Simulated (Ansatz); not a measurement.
**How the bulk modulus of CdInNO (model structure, started from the AlSiCN type, P3m1, No. 156, 4 atoms in the cell) moves with the method**

No measured value is used here.

```csv
level (code),value (GPa),cell (Å³/atom)
LDA (Ansatz),133,15.24
PBE (Ansatz),___,16.43
PBEsol (Ansatz),121,15.74
r²SCAN (Ansatz),124,15.90
```

Q: Complete the blanks.

A: 
- PBE (Ansatz, a program for electronic structure), value (GPa): 107

LDA, PBE, PBEsol, r²SCAN: the bulk modulus is −V dP/dV from two relaxed cells at ±2 % in volume. Each level is taken at its own relaxed cell. Cutoffs differ between the levels. Ansatz's density-functional and Hartree–Fock values are scalar-relativistic unless marked +SOC, with PAW data made under PBE.

A model structure was made by putting elements into a prototype or built by hand; it is no filed structure, need not be a known phase, and can be a saddle point held by its symmetry.
